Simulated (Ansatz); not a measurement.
Checking a run of Ansatz (a quantum-chemistry and plane-wave program) on CaBiAu4 (F-43m, 6 atoms in the cell). The aim is a self-consistent single point with DFT, PBEsol, plane waves, default PAW files made with PBE.

Cell that was meant: a = 5.6827 Å, b = 5.6827 Å, c = 5.6827 Å, α = 60.00°, β = 60.00°, γ = 60.00°.

Part of the input:

Ansatz 0.2 input:
```yaml
    - { symbol: Au, position_ang: [3.016767, 3.016767, 3.016767] }
    - { symbol: Au, position_ang: [3.016767, 5.019801, 5.019801] }
    - { symbol: Au, position_ang: [5.019801, 5.019801, 3.016767] }
basis:
  ecutrho_ratio: 2
kpoints:
  mp_grid:
    grid: [7, 7, 7]
```

Output, abridged:

```
WARN basis.ecutwfc = 420 eV, the default
WARN basis.ecutrho_ratio = 2 (ecutrho = 840 eV) is below the records' recommended cutoff
   [... lines left out ...]
PAW frozen core: Au, regenerated for the run's functional, and the local potential with it
Initial density: superposition of atomic densities (neutral atoms: chi_scale 0, normalization atom), corrected by the library's trained network
Initial wavefunctions: pseudopotential atomic-orbital guess
Eigensolver: davidson
Functional: x = pbesol(κ = 0.804, μ = 0.12345679012345678), c = pbesol(β = 0.046)
SCF iter   1: F=—  HF=-66066.686142 eV  |F-HF|=—  |Δ(HF+E_count)|=         —  Δρ=3.39e-3  dr2=1.59e-2  ethr=1.77e-3  ⟨swp⟩=8.4  Hψ=5201  notcnv=0  defer=3
all-band conjugate gradients solve this SCF's bands
preconditioner: auto → Kerker (q_TF=auto, 2.617 Å⁻¹)
SCF iter   2: F=—  HF=-66066.683838 eV  |F-HF|=—  |Δ(HF+E_count)|=   2.30e-3  Δρ=1.75e-3  dr2=4.60e-3  ethr=1.57e-5  ⟨swp⟩=2.0  Hψ=1929  notcnv=0  defer=5
   [... lines left out ...]
SCF iter   6: F=—  HF=-66066.682173 eV  |F-HF|=—  |Δ(HF+E_count)|=   3.26e-5  Δρ=2.19e-5  dr2=2.08e-6  ethr=1.93e-8  ⟨swp⟩=2.1  Hψ=1597  notcnv=0  defer=5
SCF iter   7: F=—  HF=-66066.682173 eV  |F-HF|=—  |Δ(HF+E_count)|=   4.88e-7  Δρ=1.23e-5  dr2=5.30e-7  ethr=2.06e-9  ⟨swp⟩=2.4  Hψ=1461  notcnv=0  defer=5
SCF iter   8: F=-66066.682173 eV  HF=-66066.682173 eV  |F-HF|=2.00e-8  |Δ(HF+E_count)|=   1.59e-7  Δρ=2.37e-6  dr2=2.25e-8  ethr=9.90e-11  ⟨swp⟩=8.2  Hψ=5342  notcnv=0
SCF 1 converged in 8 iterations: F = -66066.682173 eV  dr2 = 2.25e-8
Free energy (F): -66066.682173 eV
Internal energy: -66066.613932 eV  (E = F + TS)
E sigma→0 (E₀):  -66066.648052 eV
Entropy (-TS):   -0.068241 eV (-11.374 meV/atom)
Fermi energy:    14.973315 eV
--- Forces (eV/Å), atoms counted from 1 ---
  atom   1  Ca    -0.00000000     0.00000000     0.00000000
  atom   2  Bi    -0.00000000     0.00000000     0.00000000
  atom   3  Au    -0.00088580     0.00088580    -0.00088580
  atom   4  Au     0.00088580     0.00088580     0.00088580
  atom   5  Au     0.00088580    -0.00088580    -0.00088580
  atom   6  Au    -0.00088580    -0.00088580     0.00088580
--- Stress (GPa, compression-positive) ---
       -4.316925      -0.000000      -0.000000
   [... lines left out ...]
  P = ⅓ Tr σ = -4.3169 GPa (-43.169 kbar)
  The stress holds the Pulay correction, which leaves out the density cutoff's part. Without it, at fixed plane waves, as pw.x and ABINIT print it …
settings of this run that can trade accuracy for cost: basis.ecutrho_ratio < 4. Do not mix this run's numbers with those of runs without the same settings …
```

Is this run sound? If not, what is wrong?

The results are close to the sound ones and would serve for rough work. The doubtful point is a density cutoff or grid that is too coarse. The charge density holds wave vectors up to twice those of the orbitals (four times the energy cutoff), and augmentation charges need more still. The run converged in 8 iterations without an error; against the sound input the free energy goes down by 1.0 meV/atom, the pressure moves little (-4.35 to -4.32 GPa) and the largest force stays at 0.002 eV/Å. The full log also holds (shortened here): “WARN basis.ecutrho_ratio = 2 (ecutrho = 840 eV) is below the records' recommended cutoff”. At a fixed set of plane waves, without the program's Pulay estimate, the pressure is -4.35 GPa against -4.39 GPa.

An input that runs soundly differs in these lines (not the only fix; some lines may just follow from the change or write a value another way):
```diff
-basis:
-  ecutrho_ratio: 2
```

With that input, the run converged in 8 iterations: free energy E − TS (on the zero of these files) -66066.6762 eV; Fermi level (on the code's own zero) 14.97 eV; pressure -4.35 GPa; largest force (vector length) 0.002 eV/Å (DFT, PBEsol, plane waves, default PAW files made with PBE).

On the sound input: the starting cell comes from a database of computed structures (which also holds hypothetical and non-ambient phases and stackings), without a prior relaxation at this level. Its lattice was rescaled by a random factor within 2.5 % of one. With a pressure of about -4 GPa the cell is away from its equilibrium volume at this level. Ansatz's pressure includes its estimate of the finite-basis (Pulay) stress.
